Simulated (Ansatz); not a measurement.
Consider ZnAu in the CsCl type structure (space group Pm-3m, No. 221; a = 3.129 Å; relaxed with 0.1 eV smearing).

Level of theory: Ansatz (a quantum-chemistry and plane-wave program), PBEsol, PAW, cutoff 420 eV, no spin-orbit coupling.

Base values:

The pressure comes out as 0.0 GPa.

Now apply this change: an isotropic linear strain of +1.00 %; the atoms relax in the strained cell.

### Question
Estimate the effect on the energy relative to the base and pressure.

### Answer
The energy rises by 5.9 meV/atom; the pressure goes from zero to -3.9 GPa.

Stability against distortions was not tested.
